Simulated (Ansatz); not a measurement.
Take Si in the diamond structure (space group Fd-3m, No. 227) as the base.

```xyz
2
Lattice="0.0000 2.7010 2.7010 2.7010 0.0000 2.7010 2.7010 2.7010 0.0000" Properties=species:S:1:pos:R:3 pbc="T T T"
Si     0.0000     0.0000     0.0000
Si     1.3505     1.3505     1.3505
```

Cartesian axes are those of the cell as printed.

Level of theory: LDA/PAW in Ansatz (a program for electronic structure), no spin-orbit coupling.

For the base:

Valence-band top at Γ: 0.00, 0.00, 0.00 eV
Band gap: 0.45 eV
Pressure: -0.01 GPa

It is then changed as follows: tensor shear ε_xy = +1.14 % (engineering shear γ = 0.0228), atoms relaxed at fixed cell.

How does this affect the valence-band top at Γ, band gap and pressure?

The valence-band top at Γ (three highest levels, from the VBM) changes from 0.00, 0.00, 0.00 eV to 0.00, -0.12, -0.22 eV; the band gap drops by 0.163 eV (0.45 eV → 0.28 eV); the pressure (mean of the normal stresses, compression positive) is nearly the same (-0.01 GPa against 0.00 GPa).

The cells carry an imposed strain or load. Whether these cells are dynamically stable was not tested. A zero or small gap of Si under tensor shear ε_xy = +1.14 % can be the functional's error rather than a property of the material.
